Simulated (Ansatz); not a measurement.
The starting structures come from a database of crystals and need not be the phases stable at ambient conditions.

Tunnelling through a barrier is set by its complex band structure: the current falls as exp(−2κd) with the smallest κ.

Consider the following.

```yaml
crystal:
  lattice:
    - [5.44489, 0.00000, 0.00000]
    - [0.00000, 7.61397, 0.00000]
    - [2.72245, -3.80699, 2.71433]
  atoms:
    - { symbol: Ca, position: [0.01157, 0.75000, 0.00000] }
    - { symbol: Ca, position: [0.98843, 0.25000, 0.00000] }
    - { symbol: Ti, position: [0.50000, 0.50000, 0.00000] }
    - { symbol: Ti, position: [0.50000, 0.00000, 0.00000] }
    - { symbol: O, position: [0.50000, 0.70483, 0.50000] }
    - { symbol: O, position: [0.50000, 0.29517, 0.50000] }
    - { symbol: O, position: [0.00000, 0.79517, 0.50000] }
    - { symbol: O, position: [0.00000, 0.20483, 0.50000] }
    - { symbol: O, position: [0.41657, 0.25000, 0.00000] }
    - { symbol: O, position: [0.58343, 0.75000, 0.00000] }
```

Space group of this cell: Imma. The cell is taken as given; by PBEsol its mean pressure is -2.9 GPa.

Transport runs along the normal of the first two printed cell vectors.

No gap correction and no spin-orbit coupling; mid-gap values are interpolated between computed energies.

**Question.** Predict the band gap and the smallest decay constant κ at mid-gap from PBEsol run with Ansatz (a quantum-chemistry and plane-wave program).

**Answer.** Gap 2.21 eV on a 12×12×12 mesh; κ = 0.238 1/Å, at the zone centre.
